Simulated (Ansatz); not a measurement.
# TiAl3: pressure 50 GPa

Consider TiAl3 (space group I4/mmm, No. 139; a = 3.8459 Å, c = 8.6199 Å).

Modification: a hydrostatic pressure of 50 GPa.

Level of theory: Ansatz (an electronic-structure program) PBE, without spin-orbit coupling. Settings: 17×17×17 k-points, 0.05 eV Fermi–Dirac smearing.

| quantity | base | changed | shift |
|---|---|---|---|
| volume per atom | 15.94 Å³ | 12.12 Å³ | -3.82 Å³ |
| density | 3.36 g/cm³ | 4.41 g/cm³ | +1.058 g/cm³ |
| lattice parameter a | 3.846 Å | 3.515 Å | -0.331 Å |
| c/a ratio | 2.241 | 2.231 | -0.010 |
| shortest interatomic distance | 2.719 Å | 2.486 Å | -0.2337 Å |
| band gap | zero | zero | – |

Load acts through the strain it causes; cell and atoms are relaxed under it. No phonon test of stability was made. No other phases were tried under pressure. The final runs are not spin-polarised.
